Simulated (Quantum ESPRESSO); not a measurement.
**Pressure against volume in bcc W (space group 229) (Quantum ESPRESSO, PBEsol)**

```xyz
1
Lattice="-1.5341 1.5341 1.5341 1.5341 -1.5341 1.5341 1.5341 1.5341 -1.5341" Properties=species:S:1:pos:R:3 pbc="T T T"
W      0.0000     0.0000     0.0000
```

Method of the run: PBEsol, GBRV 1.5 ultrasoft (PBESOL) pseudopotentials (plane waves; Quantum ESPRESSO 7.5). Settings: ecutwfc = 52 Ry; ecutrho = 416 Ry; occupations = smearing; smearing = fermi-dirac; degauss = 0.0036749 Ry; potentials = {W: w_pbesol_v1.2.uspp.F.UPF}; K_POINTS = automatic 26 26 26 0 0 0; conv_thr = 1e-10 Ry. The cell above is the first row's. The rows scale it uniformly. In all rows the k mesh is held.

| V (Å^3/atom) | P (GPa) |
|---|---|
| 14.442 | 32.15 |
| 14.756 | 22.72 |
| 15.070 | 14.24 |
| 15.384 | 6.63 |
| 15.698 | -0.22 |
| 16.012 | -6.38 |
| 16.326 | -11.94 |
| 16.640 | -16.95 |
| 16.954 | ? |

### Question
Using a cubic, estimate the missing P at V = 16.954 from the other rows, showing the fit.

### Answer
With u = V - 15.5, the rows have u = -1.0580, -0.7440, -0.4300, -0.1160, 0.1980, 0.5120, 0.8260, 1.1400. Least squares gives P = 4.008 - 22.1032·u + 3.7711·u² - 0.4494·u³. Residuals (row less fit): 0.003, -0.005, -0.005, 0.007, 0.004, 0.001, -0.010, 0.005; standard error 0.008 (degrees of freedom: 4). The fitted pressure is zero at V0 = 15.69, where dP/dV = -20.74, so B0 = -V0·dP/dV = 325 GPa. At the withheld row, u = 1.4540, so P = 4.008 - 22.1032 × 1.4540 + 3.7711 × 1.4540² - 0.4494 × 1.4540³ = -21.539 GPa. The calculation gives -21.46 GPa, 0.079 GPa above the prediction (0.1 % of the range of P in the table). The row lies outside the fitted rows, so this is an extrapolation. From the scatter of the fitted rows alone, a prediction at this place has a standard error of 0.021 GPa, so the miss is 3.7 times that.

Carrying the step between the two nearest rows on in a straight line would have given -21.96, off by 0.50; series whose last step already gives the withheld value aren't shown. The scan was laid around a cell of about the measured size, scaled by a guess for this functional. Spin polarisation is off. Spin-orbit coupling is off. Cutoffs and mesh are single choices, not tested for convergence of this quantity. Series with a scatter that would blur these digits, or in which a gap closes, are not shown.

Terms beyond the fitted order, or numerical noise in single rows, can give a miss of this size; the table doesn't tell which.
